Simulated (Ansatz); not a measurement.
# What isotropic strain +2.00 % does to Zn

The reference is Zn in the hcp (Mg type) structure (space group P6_3/mmc, No. 194; a = 2.613 Å, c = 4.781 Å; relaxed with 0.1 eV smearing).

Now apply this change: the cell is scaled by 1.0200 in all directions, atoms relaxed at fixed cell.

All numbers come from plane-wave PAW DFT at the PBEsol level (Ansatz, an electronic-structure program, 420 eV), no spin-orbit coupling. Settings: 25×25×13 k-points, 0.1 eV Fermi–Dirac smearing.

The space group is still P6_3/mmc (No. 194) and the shortest interatomic distance increases by 0.052 Å to 2.665 Å. The energy increases by 14 meV/atom and the band gap stays zero.

Stability against distortions was not tested.
